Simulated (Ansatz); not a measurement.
## Pressure series in SnTe

The parent structure is SnTe in the rock salt structure (space group Fm-3m, No. 225; a = 6.4093 Å).

Cell and atoms are relaxed at each pressure.

The values are results of PBE (Ansatz, a quantum-chemistry and plane-wave program), spin-orbit coupling left out, earlier PAW set, not measurements.

```csv
pressure (GPa),volume per atom (Å³/atom)
-2,34.809
-1,?
0,32.910
0.9,32.230
15,26.282
22.5,24.555
30,23.261
```

**Question.** Fit the third-order Birch–Murnaghan form P(V) = (3B₀/2)[(V₀/V)^(7/3) − (V₀/V)^(5/3)]·[1 + (3/4)(B₀′ − 4)((V₀/V)^(2/3) − 1)] (squares taken in P) to the rows shown and predict the withheld row.

**Answer.** Least squares on the printed values gives V₀ = 32.927 Å³/atom, B₀ = 41.1 GPa, B₀′ = 4.2; this predicts 33.785 Å³/atom, and the run gives 33.794 Å³/atom, 0.009 higher.

Measured bulk modulus of SnTe: 37.8 GPa (temperature not stated; as listed in Cormac Toher et al., Physical Review Materials (2017)); the computed value is for a static lattice, so the two differ by thermal effects too.

Load acts through the strain it causes; cell and atoms are relaxed under it. No phonon test of stability was made. No other phases were tried under pressure. The final runs are not spin-polarised.
